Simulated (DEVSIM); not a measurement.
Structure: illuminated Si n-on-p cell, one wavelength, with a back-surface field, at 300 K.

```csv
layer (left to right),material,thickness (μm),Nd (cm⁻³),Na (cm⁻³),τn (s),τp (s),absorption coefficient (cm⁻¹)
1,Si,0.0660,4.3e18,-,6.3e-6,1.8e-6,120
2,Si,110,-,4.5e16,3e-5,3e-5,120
3,Si,1.60,-,7.2e18,3e-5,3e-5,120
```

Left contact: ohmic, minority hole recombination velocity 100 cm/s. Right contact: ohmic, minority electron recombination velocity 4e5 cm/s. Voltage is applied to the left contact. Recombination: SRH at mid-gap, radiative, Auger. Gap narrowing is on: ΔEg = 6.92 meV × (l + √(l² + 0.5)), l = ln(N/1.3e17 cm⁻³), shared equally by both band edges. Light enters at the left, 7.5e16 photons cm⁻² s⁻¹, one pass, no reflection. Mobility is constant in doping.

The device is made up for the run: typed textbook-type constants, with dimensions and the other settings drawn at random. Values at 300 K.

```tsv
parameter	Si
gap (eV)	1.124
affinity (eV)	4.05
permittivity	11.7
Nc (cm⁻³)	2.86e19
Nv (cm⁻³)	3.1e19
μn (cm²/Vs)	1417
μp (cm²/Vs)	470
B (cm³/s)	4.7e-15
Cn (cm⁶/s)	2.8e-31
Cp (cm⁶/s)	9.9e-32
```

Simulated with DEVSIM: 1D drift-diffusion, Boltzmann statistics, complete ionisation; no tunnelling, impact ionisation, image-force lowering or self-heating.

Tabulate band edges, carrier densities and field at zero bias, in the dark.

Energies count from the Fermi level of the right contact; mesh points crowd at the junctions.

| x (μm) | Ec (eV) | Ev (eV) | n (cm⁻³) | p (cm⁻³) | field (V/cm) |
|---|---|---|---|---|---|
| 0.000 | 0.049 | -1.026 | 4.3e18 | 180 | ≈ 0 |
| 0.03086 | 0.049 | -1.026 | 4.3e18 | 180 | ≈ 0 |
| 0.06233 | 0.055 | -1.020 | 3.4e18 | 230 | 31000 |
| 0.1009 | 0.440 | -0.682 | 1.2e12 | 1.1e8 | 82000 |
| 0.2980 | 0.953 | -0.169 | 2800 | 4.4e16 | 160 |
| 0.8123 | 0.954 | -0.169 | 2700 | 4.5e16 | ≈ 0 |
| 2.360 | 0.954 | -0.169 | 2700 | 4.5e16 | ≈ 0 |
| 9.711 | 0.954 | -0.169 | 2700 | 4.5e16 | ≈ 0 |
| 29.14 | 0.954 | -0.169 | 2700 | 4.5e16 | ≈ 0 |
| 74.96 | 0.954 | -0.169 | 2700 | 4.5e16 | ≈ 0 |
| 98.42 | 0.954 | -0.169 | 2700 | 4.5e16 | ≈ 0 |
| 107.3 | 0.954 | -0.169 | 2700 | 4.5e16 | ≈ 0 |
| 109.2 | 0.954 | -0.169 | 2700 | 4.5e16 | ≈ 0 |
| 109.8 | 0.954 | -0.169 | 2700 | 4.5e16 | ≈ 0 |
| 110.0 | 0.958 | -0.164 | 2300 | 5.4e16 | 2500 |
| 110.1 | 1.038 | -0.084 | 100 | 1.2e18 | 91000 |
| 110.1 | 1.030 | -0.038 | 140 | 7.2e18 | ≈ 0 |
| 110.2 | 1.030 | -0.038 | 140 | 7.2e18 | ≈ 0 |
| 110.9 | 1.030 | -0.038 | 140 | 7.2e18 | ≈ 0 |
| 111.4 | 1.030 | -0.038 | 140 | 7.2e18 | ≈ 0 |
| 111.6 | 1.030 | -0.038 | 140 | 7.2e18 | ≈ 0 |
| 111.7 | 1.030 | -0.038 | 140 | 7.2e18 | ≈ 0 |
